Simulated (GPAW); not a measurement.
Input and output of a relaxation of cell and atoms for AgI (F-43m, 2 atoms in the cell) (GPAW).

Level of theory: PBE, GPAW PAW datasets PBE (gpaw-data 1.0.1) (plane waves; GPAW 25.7.0).

```xyz
2
Lattice="0.0000 3.2263 3.2263 3.2263 0.0000 3.2263 3.2263 3.2263 0.0000" Properties=species:S:1:pos:R:3 pbc="T T T"
Ag     0.0000     0.0000     0.0000
I      4.8394     4.8394     4.8394
```

Reference input (self-consistent single point, DFT PBE, plane waves, GPAW PAW datasets PBE (gpaw-data 1.0.1)): mode = pw; ecut = 550 eV; xc = PBE; kpts = 9 9 9; mesh shift (steps) = 0 0 0; occupations.name = fermi-dirac; occupations.width = 0.01 eV; nbands = -6; convergence.bands = -4; symmetry.symmorphic = false; symmetry.tolerance = 0.0005; maxiter = 120. This run's input differs from it in these lines:

```diff
@@ -1,2 +1,4 @@
 from ase import Atoms
+from ase.filters import FrechetCellFilter
+from ase.optimize import BFGS
 from ase.units import GPa
@@ -17,3 +19,3 @@
             nbands=-6,
-            convergence={'bands': -4},
+            convergence={'density': 1e-05, 'bands': -4},
             symmetry={'symmorphic': False, 'tolerance': 0.0005},
@@ -23,2 +25,10 @@
 atoms.calc = calc
+
+target = FrechetCellFilter(atoms)
+
+opt = BFGS(target, logfile='-')
+converged = opt.run(fmax=0.03, steps=40)
+print('Relaxation converged:', converged)
+print('Cell:', atoms.cell.cellpar().round(4))
+print(atoms.get_scaled_positions().round(5))
```

Output, abridged:

```
     iter     time        total  log10-change:
                         energy   eigst   dens
iter:   1 --:--:--    -4.909582   +0.14
iter:   2 --:--:--    -4.894276   -1.61  -1.70
iter:   3 --:--:--    -4.924220   -1.63  -1.72
iter:   4 --:--:--    -4.910695   -3.42  -1.98
iter:   5 --:--:--    -4.842310   -2.12  -1.99
iter:   6 --:--:--    -4.840170   -4.04  -2.75
iter:   7 --:--:--    -4.839965c  -3.74  -2.85
iter:   8 --:--:--    -4.839511c  -4.80  -3.10
iter:   9 --:--:--    -4.839509c  -4.73  -3.46
iter:  10 --:--:--    -4.839479c  -5.32  -3.42
iter:  11 --:--:--    -4.839474c  -6.58  -4.18
iter:  12 --:--:--    -4.839474c  -7.53c -4.45
iter:  13 --:--:--    -4.839474c  -7.84c -4.48
iter:  14 --:--:--    -4.839474c  -8.73c -4.61
iter:  15 --:--:--    -4.839474c  -8.15c -4.63
iter:  16 --:--:--    -4.839474c  -9.16c -5.03c
Converged after 16 iterations.

Dipole moment: (4.830412, 4.830412, 4.830412) |e|*Ang

Energy contributions relative to reference atoms: (reference = -338138.622020)

Kinetic:        +10.757664
Potential:      -10.452508
External:        +0.000000
XC:              -5.222115
Entropy (-ST):   -0.000000
Local:           +0.077485
SIC:             +0.000000
--------------------------
Free energy:     -4.839474
Extrapolated:    -4.839474

Showing only first 2 kpts
 Kpt  Band  Eigenvalues  Occupancy
  0    10      3.26303    2.00000
  0    11      3.26303    2.00000
  0    12      4.60053    0.00000
  0    13      8.98501    0.00000

  1    10      3.02317    2.00000
  1    11      3.02317    2.00000
  1    12      5.33363    0.00000
  1    13      8.48204    0.00000

Fermi level: 4.00632

Gap: 1.337 eV
Transition (v -> c):
   [... lines left out ...]
Occupation numbers: Fermi-Dirac:
Atomic positions and initial magnetic moments
Free energy:     -4.853725
Fermi level: 3.86040
Gap: 1.338 eV
Occupation numbers: Fermi-Dirac:
Atomic positions and initial magnetic moments
Free energy:     -4.889175
Fermi level: 3.16001
Gap: 1.342 eV
   [... lines left out ...]
    -0.000000    -0.000178     0.000000
     0.000000     0.000000    -0.000178

Forces in eV/Ang:
  0 Ag    0.00000   -0.00000    0.00000
  1 I     0.00000    0.00000   -0.00000

BFGS:    3 --:--:--       -4.889774        0.006522
Relaxation converged: True
Cell: [ 4.6957  4.6957  4.6957 60.     60.     60.    ]
[[0.   0.   0.  ]
 [0.75 0.75 0.75]]
Energy (eV): -4.889774
Stress (GPa, Voigt): [-0.0285 -0.0285 -0.0285  0.      0.     -0.    ]
```

The run converged. GPAW prints stress with tension positive. 

Summary of the result:
```
Property                                                                                                                    Result
-------------------------------------------------------  -------------------------------------------------------------------------
Free energy E − TS (from the program's reference atoms)                                                                 -4.8898 eV
Top of the valence band (on the code's own zero)                                                                           2.33 eV
Gap on the k-point mesh                                                                                                    1.34 eV
Pressure                                                                                                                  0.03 GPa
Final cell                                               a = 4.696 Å, b = 4.696 Å, c = 4.696 Å, α = 60.00°, β = 60.00°, γ = 60.00°
Final volume per atom                                                                                                     36.61 Å³
Relaxation steps                                                                                                                 3
```

The starting cell comes from a database of computed structures (which also holds hypothetical and non-ambient phases and stackings), without a prior relaxation at this level. Its lattice was rescaled by a random factor within 2.5 % of one. Spin-orbit coupling is off. The relaxation keeps the symmetry of its start, so its end need not be a minimum.

Cost on one core of a shared machine: roughly 80 s.
